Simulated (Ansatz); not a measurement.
# A computed series for Ru: response to strain

The parent structure is Ru in the hcp (Mg type) structure (space group P6_3/mmc, No. 194; a = 2.6914 Å, c = 4.2489 Å; relaxed with 0.1 eV smearing). Axes: x lies along a and z along c of the hexagonal cell.

Strains are applied to the cell and any free atomic positions relax.

All numbers come from Ansatz (a first-principles code), PBEsol, PAW, cutoff 420 eV, no spin-orbit coupling.

Notes on the quantities. energy relative to the base: free energy F; pressure: mean of the normal stresses, compression positive.

```csv
case,volume per atom,energy relative to the base,pressure
base,13.33 Å³,0 meV/atom,0.0 GPa
uniaxial strain ε_xx = −3.00 %,12.93 Å³,+26 meV/atom,11.4 GPa
uniaxial strain ε_xx = −2.50 %,12.99 Å³,+18 meV/atom,9.3 GPa
uniaxial strain ε_xx = −2.00 %,13.06 Å³,+11 meV/atom,7.3 GPa
uniaxial strain ε_xx = −1.50 %,13.13 Å³,+6.1 meV/atom,5.4 GPa
uniaxial strain ε_xx = −1.00 %,13.19 Å³,+2.7 meV/atom,3.5 GPa
uniaxial strain ε_xx = −0.50 %,13.26 Å³,+0.7 meV/atom,1.7 GPa
uniaxial strain ε_xx = +1.50 %,13.53 Å³,+5.6 meV/atom,-4.8 GPa
uniaxial strain ε_xx = +2.00 %,13.59 Å³,+9.8 meV/atom,-6.3 GPa
uniaxial strain ε_xx = +2.50 %,13.66 Å³,[?],[?]
```

Q: Complete the table.

A: 
- uniaxial strain ε_xx = +2.50 %, energy relative to the base: +15 meV/atom
- uniaxial strain ε_xx = +2.50 %, pressure: -7.7 GPa

No phonon test of stability was made. All final runs are without spin polarisation.
